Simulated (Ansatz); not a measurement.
Ansatz (a quantum-chemistry and plane-wave program), DFT, PBE, plane waves, its default PAW files, spin-polarised: hcp Gd, atoms displaced (Gd16), 16 atoms, spin-polarised from a ferromagnetic start (7 μB on Gd). Basis and mesh were picked for this test and aren't claimed converged.

Ansatz 0.2 input:
```yaml
crystal:
  lattice:
    - [7.272, 0.0, 0.0]
    - [-3.636, 6.297737, 0.0]
    - [0.0, 0.0, 11.566]
  atoms:
    - { symbol: Gd, position: [0.998137, 0.995828, 0.003716], spin: 7.0 }
    - { symbol: Gd, position: [0.168923, 0.333612, 0.248015], spin: 7.0 }
    - { symbol: Gd, position: [0.001653, 0.002648, 0.502054], spin: 7.0 }
    - { symbol: Gd, position: [0.167755, 0.332489, 0.752026], spin: 7.0 }
    - { symbol: Gd, position: [0.004175, 0.502125, 0.002303], spin: 7.0 }
    - { symbol: Gd, position: [0.171948, 0.842846, 0.249156], spin: 7.0 }
    - { symbol: Gd, position: [0.006489, 0.503937, 0.497864], spin: 7.0 }
    - { symbol: Gd, position: [0.174482, 0.83871, 0.751604], spin: 7.0 }
    - { symbol: Gd, position: [0.508106, 0.998247, 0.003207], spin: 7.0 }
    - { symbol: Gd, position: [0.662771, 0.33315, 0.247578], spin: 7.0 }
    - { symbol: Gd, position: [0.49855, 0.994148, 0.502276], spin: 7.0 }
    - { symbol: Gd, position: [0.673524, 0.335411, 0.754931], spin: 7.0 }
    - { symbol: Gd, position: [0.5005, 0.506392, 0.99964], spin: 7.0 }
    - { symbol: Gd, position: [0.673088, 0.838935, 0.25057], spin: 7.0 }
    - { symbol: Gd, position: [0.502896, 0.498833, 0.500544], spin: 7.0 }
    - { symbol: Gd, position: [0.676814, 0.834042, 0.746243], spin: 7.0 }
kpoints:
  mp_grid: { grid: [3, 3, 2] }
hamiltonian:
  xc: pbe
  pseudopotentials: { kind: paw }
scf:
  occupations: { method: fermi_dirac, width: 0.1 }
output:
  forces: true
magnetization:
  spin_polarized: true
```

The program reports k-points after symmetry (for each spin): 10, bands at the start: 240, electrons: 288, plane waves at Γ: 10347, cutoff (eV): 420, FFT grid: 50×50×80, symmetry operations: 1.

It runs on a single node (AMD EPYC (Zen 5), 96 cores on 1 socket, no SMT, 12 L3 cache groups).

Each time is the median wall time of two to five repeats, run one at a time on the otherwise empty machine; start-up is included. Processes are pinned to neighbouring cores unless said otherwise. The build: release build for x86-64 with AVX-512, one process with threads; another build can shift the numbers. Scratch files lie in a memory file system.

```csv
cores,layout,wall time,speed-up over 16,efficiency,core-seconds
16,16 threads,18 s,1.0×,100 %,280
24,24 threads,13 s,1.4×,91 %,310
32,32 threads,11 s,1.6×,79 %,360
48,48 threads,9.6 s,1.8×,61 %,460
64,64 threads,9.1 s,1.9×,48 %,580
96,96 threads,8.9 s,2.0×,33 %,850
```

Efficiency, counted from 16 cores, is near one half at 64 cores. The time no longer falls beyond 48 cores (9.6 s; the least measured is 8.9 s on 96, level within 8 % or the scatter of repeats). The share that grows most is that of set-up and steps outside the phases: from 19 % of the time on 16 cores to 29 % on 96. The largest part on 96 cores, band solves (diag), takes 13 s on 16 and 5.4 s there.
